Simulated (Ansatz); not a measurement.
## GaN: uniaxial strain ε_zz = +2.50 %

The parent structure is GaN in the zinc blende structure (space group F-43m, No. 216; a = 4.498 Å). Axes: x, y, z lie along the cube axes.

Now apply this change: uniaxial strain ε_zz = +2.50 %, all other strain components held at zero; the atoms relax in the strained cell.

Computed with r2SCAN, PAW, 500 eV (Ansatz, an electronic-structure program; scalar-relativistic without spin-orbit coupling). Settings: 13×13×13 k-points, 0.05 eV Fermi–Dirac smearing.

The volume per atom rises by 0.284 Å³ (11.37 Å³ → 11.66 Å³) and the space group changes from F-43m (No. 216) to I-4m2 (No. 119). The shortest interatomic distance rises by 0.016 Å, from 1.948 Å to 1.964 Å and the energy grows by 6.2 meV/atom. The pressure (mean of the normal stresses, compression positive) goes from zero to -4.64 GPa and the band gap falls by 0.21 eV (2.17 eV → 1.96 eV). The gap character stays direct at Γ and the electron mass becomes 0.16 mₑ (at Γ) (base: 0.17 mₑ (at Γ)). The valence-band top at Γ (three highest levels, from the VBM) goes from 0.00, 0.00, 0.00 eV to 0.00, 0.00, -0.12 eV and the stress (xx, yy, zz, yz, xz, xy; compression positive) is (-3.48, -3.48, -6.97, 0.00, 0.00, 0.00) GPa.

Masses are band curvatures over ±0.01 Å⁻¹ around the edge. Whether these cells are dynamically stable was not tested. This is not the structure that GaN has at room temperature and ambient pressure. k-point labels follow each cell's own Brillouin zone.
